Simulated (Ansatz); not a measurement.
The starting structures come from a database of crystals and need not be the phases stable at ambient conditions.

Tunnelling through a barrier is set by its complex band structure: the current falls as exp(−2κd) with the smallest κ.

Given:

```xyz
12
Lattice="3.8310 0.0011 -0.0014 -0.0016 9.3933 -0.5414 -1.9119 1.6382 7.4424" Properties=species:S:1:pos:R:3 pbc="T T T"
Ge     1.9167     2.8405     3.5734
Ge     0.0008     8.1921     3.3262
Ge     1.9169     1.1014     1.8333
Ge     0.0006     9.9312     5.0664
Ge     0.0002     4.0901     0.8079
Ge     1.9173     6.9424     6.0917
As     0.0017     2.9659     5.1380
As     1.9158     8.0666     1.7616
As     0.0008     1.6331     0.3431
As     1.9167     9.3994     6.5565
As     1.9161     4.8805     2.1850
As     0.0014     6.1521     4.7146
```

Space group of this cell: P-1. The cell was relaxed by PBE-D3(BJ); by PBEsol its mean pressure is -0.6 GPa.

Transport runs along the normal of the first two printed cell vectors.

The gap is the functional's own, uncorrected, and κ follows it; spin-orbit coupling is left out. Mid-gap values are interpolated between the computed energies.

### Question
Compute, with Ansatz (a quantum-chemistry and plane-wave program) with PBEsol, the band gap and the smallest decay constant κ at mid-gap.

### Answer
Gap 0.20 eV on a 8×4×4 mesh; κ = 0.029 1/Å, at (0.000, 0.500) of the in-plane reciprocal vectors. At the zone centre, at the nearest computed energy, the slowest state has κ = 0.04 1/Å.
